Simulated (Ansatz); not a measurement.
Stishovite (SiO2), treated with LDA (plane waves, PAW; Ansatz, a program for electronic structure).

Numerical settings: plane-wave cutoff 520 eV, 8×8×12 k mesh (along the axes of the cell as run), Fermi–Dirac smearing 0.01 eV, scalar-relativistic PAW data made under PBE.

Cell (measured lattice):

```cif
data_O4Si2
_chemical_formula_sum 'Si2 O4'
_space_group_name_H-M_alt 'P 1'
_space_group_IT_number 1
_cell_length_a 4.17900
_cell_length_b 4.17900
_cell_length_c 2.66490
_cell_angle_alpha 90.000
_cell_angle_beta 90.000
_cell_angle_gamma 90.000
loop_
_space_group_symop_operation_xyz
  'x, y, z'
loop_
_atom_site_label
_atom_site_type_symbol
_atom_site_fract_x
_atom_site_fract_y
_atom_site_fract_z
_atom_site_occupancy
Si1 Si 0.00000 0.00000 0.00000 1
Si2 Si 0.50000 0.50000 0.50000 1
O1 O 0.30566 0.30566 0.00000 1
O2 O 0.80566 0.19434 0.50000 1
O3 O 0.19434 0.80566 0.50000 1
O4 O 0.69434 0.69434 0.00000 1
```

**Question.** Give the computed band gap.

**Answer.** 
band gap: 5.60 eV (direct)

Note: cell and atoms aren't relaxed at this level (largest force component 0.07 eV/Å, pressure -3.9 GPa).

Static lattice: no zero-point or thermal effects.

It cost roughly 8 core-seconds of CPU time.
